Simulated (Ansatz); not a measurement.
Bond-angle distributions (per cent of the angles at each element, bins of 10°) of a relaxed model of amorphous Hf18O41Ta2 at 8.88 g/cm³. Calculation: PBE, scalar-relativistic without spin-orbit coupling (plane waves to 420 eV, PAW; Ansatz, a quantum-chemistry and plane-wave program).

The cell was made by melting and quenching with the CHGNet potential and then relaxed with DFT. O atoms were pushed apart under 1.9 Å during the dynamics, to hinder bonds among them. The hot cell started wider than the set density and was brought back towards it in steps. It is the lowest in DFT energy of 2 quenches. It is a model cell: composition and starting density were chosen by hand, and all elements were melted together. No dispersion term was used. Its density started from a set value of 8.88 and ended at 8.88 g/cm³. Cooling (nominally 380 K/ps over its main leg) ran many orders faster than in experiment, which tends to leave more defects and strain. A cell of this size samples the disorder only roughly. The volume was held where the preparation left it and the shape relaxed, at a PBE pressure of 1.6 GPa. Stress components on the final sampling reach 1.8 GPa.

Bonds are counted up to Hf-Hf 3.34 Å, Hf-O 2.70 Å, Hf-Ta 3.23 Å, O-O 1.58 Å, O-Ta 2.60 Å, Ta-Ta 3.12 Å. Two cations that share two anions don't count as bonded, nor two that share one unless they lie closer than Hf-Hf 3.25 Å, Hf-Ta 3.15 Å, Ta-Ta 3.04 Å.

```
angle (°)  at Hf  at O
---------  -----  ----
50-60          0     0
60-70          6     0
70-80         28     0
80-90         12     3
90-100        12    18
100-110        6    39
110-120        8     9
120-130        7     9
130-140        7     9
140-150        5     9
150-160        6     4
160-170        2     1
170-180        1     0
```

They go with these counts of neighbours within the cut-offs, cation contacts included: Hf mean 6.4, most often 6; O mean 3.1, most often 3.
